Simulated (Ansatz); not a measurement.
# Effect of pressure −2 GPa on CuI

Consider CuI in the zinc blende structure (space group F-43m, No. 216; a = 5.939 Å).

Perturbation: a negative pressure, −2 GPa.

Calculations: PBEsol (Ansatz, an electronic-structure program), no SOC. Settings: 10×10×10 k-points, 0.05 eV Fermi–Dirac smearing.

* **Volume per atom**: 27.41 Å³ (base 26.19 Å³)
* **Density**: 5.77 g/cm³ (base 6.04 g/cm³)
* **Lattice parameter a**: 6.030 Å (base 5.939 Å)
* **Enthalpy H = E + PV relative to the base's energy**: -0.33 eV/atom
* **Band gap**: 1.05 eV (base 1.17 eV)
* **Gap character**: direct at Γ (base direct at Γ)
* **Mean gap deformation potential ΔEg/Δln V**: -2.7 eV
* **Electron mass**: 0.14 mₑ (at Γ) (base 0.14 mₑ (at Γ))
* **Hole mass (degenerate bands, along [100])**: 0.20, 0.70, 0.70 mₑ (at Γ) (base 0.20, 0.64, 0.64 mₑ (at Γ))
* **Valley order (the lowest conduction-band minima on the path, energy above the VBM, named in the base's zone)**: Γ 1.05 eV; L along ⟨111⟩ 2.08 eV; X along ⟨100⟩ 2.57 eV (base Γ 1.17 eV; L along ⟨111⟩ 2.11 eV; X along ⟨100⟩ 2.47 eV)

Cost of the whole job for the changed cell (relaxation, final SCF and bands): very roughly 29 core-seconds.

Spin-orbit coupling, missing from the scalar runs, can matter with I. Load acts through the strain it causes; cell and atoms are relaxed under it. Masses are band curvatures over ±0.01 Å⁻¹ around the edge. Whether these cells are dynamically stable was not tested. All final runs are without spin polarisation.
